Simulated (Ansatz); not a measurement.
# Sn₂S₃ (Pnma, No. 62): smallest direct gap on the k points sampled by level of theory

No measured value is used here.

```csv
level (code),value (eV)
LDA (Ansatz),0.63
PBEsol (Ansatz),0.67
r²SCAN (Ansatz),0.92
```

Computed values are for a static lattice. Spin–orbit coupling is included only where a level's name says +SOC; with heavier elements it mostly lowers gaps and can invert bands.  Values are at a fixed cell, not relaxed at this level and not confirmed as the measured one. Cutoffs differ between the levels. Ansatz's density-functional and Hartree–Fock values are scalar-relativistic unless marked +SOC, with PAW data made under PBE.

Ansatz is a first-principles code.
